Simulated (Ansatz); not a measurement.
The (331) face of silicon can be cut between different planes. Symmetric, stoichiometric slabs relaxed in the 1x1 cell (32.6 Å²): top plane Si, 0.31 Å over the next in the ideal cut; top plane Si, 0.94 Å over the next in the ideal cut.

Method: PBE (plane waves to 420 eV, PAW; Ansatz, a first-principles code).

Problem. Order them by surface energy (lowest first) at the level PBE.

Solution. the cut with an outer spacing of 0.31 Å (1.56 J/m²), the cut with an outer spacing of 0.94 Å (1.70 J/m²; 4 Si–Si bonds formed)
